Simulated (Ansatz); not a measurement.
The parent structure is Ru in the hcp (Mg type) structure (space group P6_3/mmc, No. 194; a = 2.705 Å, c = 4.260 Å). Axes: x lies along a and z along c of the hexagonal cell.

Method: Kohn–Sham DFT with the r2SCAN functional, run in Ansatz (a program for electronic structure) with PAW and 500 eV plane waves, scalar-relativistic without spin-orbit coupling.

For the base:

- Band gap: zero
- Shortest interatomic distance: 2.641 Å
- Pressure: 0.0 GPa

One thing is altered: tensor shear ε_xz = −0.69 % (engineering shear γ = -0.0138); the atoms relax in the strained cell.

Problem. Predict the new band gap.

Solution. The band gap remains zero.

Problem. Predict the new shortest interatomic distance.

Solution. The shortest interatomic distance drops by 0.015 Å to 2.626 Å.

Problem. What happens to the energy relative to the base?

Solution. The energy goes up by 1.6 meV/atom.

Problem. What does the calculation give for the pressure after the change?

Solution. The pressure (mean of the normal stresses, compression positive) hardly moves (0.0 GPa against 0.1 GPa).

Without a gap, meshes like the base's 20×20×11 leave anisotropic stresses uncertain by several tenths of a GPa, and small strain energies with them. No phonon test of stability was made. All final runs are without spin polarisation.
